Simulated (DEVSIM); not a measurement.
Structure: W/SiO2/n-Si capacitor, at 400 K.

Layer 1 from the left is SiO2, thickness (nm) 1.60. Layer 2 from the left is Si, thickness (nm) 13000, Nd (cm⁻³) 1.9e15.

Metal gate on the left, work function 4.6 eV. Fixed charge at the semiconductor interface 3.5e10 cm⁻² (in units of +e); no interface traps.

This is a model device: material constants are rounded textbook-type values typed into the input, and sizes, dopings and lifetimes were drawn at random. Values at 300 K; Nc and Nv go as T^1.5, mobilities as T to minus their exponent, the gap by Varshni's rule with the affinity fixed.

SiO2: gap (eV) 9, affinity (eV) 0.9, permittivity 3.9. Si: gap (eV) 1.124, affinity (eV) 4.05, permittivity 11.7, Nc (cm⁻³) 2.86e19, Nv (cm⁻³) 3.1e19, Varshni α (eV/K) 0.000473, Varshni β (K) 636.

Estimate by hand the flat-band voltage, the threshold voltage, and compare with a numerical solution.


- Flat-band voltage: C = 2.16 μF/cm², work-function difference 0.204 V; VFB = φms − qNf/C = 0.20 V; numerical 0.20 V.
- Threshold voltage: φF = 0.200 V, depletion charge √(4εqNφF) = 1.59e-8 C/cm²; VT = VFB − 2φF − Qd/C = -0.21 V; numerical -0.21 V.

DEVSIM, 1D Poisson equation in equilibrium, Boltzmann statistics, complete ionisation; no quantum confinement or tunnelling. Metal contacts follow the ideal Schottky-Mott rule: no Fermi-level pinning, no interface dipoles.
